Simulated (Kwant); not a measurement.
Model system: wire with an abrupt hard-wall neck in a GaAs two-dimensional gas. Effective mass 0.067 mₑ, grid spacing 4.2 nm, hard walls, nominal width 100 nm (23 grid rows, so walls 100.8 nm apart), one parabolic valley, scattering region 300 nm long along x; energies count from the band bottom; Fermi energy swept from 0.00028062 to 0.03198 eV. Central neck 44 nm wide and 150 nm long.

The device is made up for the run: typed textbook-type constants, with dimensions and the other settings drawn at random.

Computed with Kwant: effective-mass tight-binding model on a square grid, one spin, coherent transport at 0 K. Conductance is in e²/h.

Density of the scattering states that come in from the left lead, at energy = 0.0080906 eV, in bins, relative to the largest site value (x marks bins outside the device):

```
|........:. xxxxxxxxxxxxxxxxxxxxxx           |
|=+====-=*+:xxxxxxxxxxxxxxxxxxxxxx           |
|+*++*+=+##-xxxxxxxxxxxxxxxxxxxxxx        ...|
|*+-=**-=#%=xxxxxxxxxxxxxxxxxxxxxx        ...|
|+=.:==..+@*..                               |
|+-..--..=%%=-:...                           |
|=+:.:-:.=##*=-::.....................       |
|=#+:.:--=+*+=--:::::.::....:...:......      |
|+@#- :++=----::::::::::::::::::::::....     |
|+@#-.:++==----:::::::::::::::::::::....     |
|=*-..--:=**+=-::::....................      |
|+-..--..=%%=-:...                           |
|+=.:==..+@*..                               |
|*+:-*+:-#@=xxxxxxxxxxxxxxxxxxxxxx        ...|
|**==**-=%%-xxxxxxxxxxxxxxxxxxxxxx       ....|
|+*++*+=+##-xxxxxxxxxxxxxxxxxxxxxx        ...|
|=+====-=*+:xxxxxxxxxxxxxxxxxxxxxx           |
|::::::::-:.xxxxxxxxxxxxxxxxxxxxxx           |
|           xxxxxxxxxxxxxxxxxxxxxx           |
```
Scale: ten equal steps from 0.000 (start of ' ') to 0.941 (end of '@'), in the order ' .:-=+*#%@'; x runs from -144 to 144, y from -44.1 (bottom) to 44.1 (top).

The conductance there is 1.00 e²/h with 3 open channel(s) in the leads.
